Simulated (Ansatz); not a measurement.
InP under load (space group I-4m2), r2SCAN with spin-orbit coupling, rigid bands (Ansatz, a first-principles code). Condition of this run: biaxial stress xx = yy = 2 GPa (compression positive) (the target of the relaxation). Band gap 1.04 eV, N_c = 6.26e17 cm⁻³ and N_v = 1.05e19 cm⁻³ at 300 K, conductivity masses along z (a = (0.00, 2.89, 3.02) Å; b = (2.89, 0.00, 3.02) Å; c = (2.89, 2.89, 0.00) Å) of 0.0950 mₑ (electrons) and 0.526 mₑ (holes). Take k_BT = 0.02585 eV.

Find the intrinsic carrier density and the intrinsic Fermi level.

n_i = √(N_c N_v) exp(−E_g/2k_BT) = 2.56e18 × exp(−20.11) = 4.7e9 cm⁻³. The level lies (k_BT/2) ln(N_v/N_c) = 36 meV from mid-gap (positive towards the conduction band). Each 0.1 eV added to the gap lowers n_i by a factor of 6.9.

A film of it is 8 nm thick, with its normal along the direction named. Estimate the confinement energies in an infinite well.

ħ²π²/(2m t²) = 0.376 eV·nm²/(m/mₑ × t²) gives 61.8 meV for electrons and 11.2 meV for holes, so the gap would widen to about 1.11 eV. Finite barriers and nonparabolic bands lower this, and with several valleys or bands the heaviest mass along the normal sets the lowest level, not this average.

What thermal injection velocity √(2k_BT/πm) limits a ballistic channel along the direction named?

1.75e7 cm/s for electrons and 7.42e6 cm/s for holes, a ratio of √(m_h/m_e) = 2.35, for dilute carriers.

Rigid bands with the computed gap; masses take one relaxation time for all states.
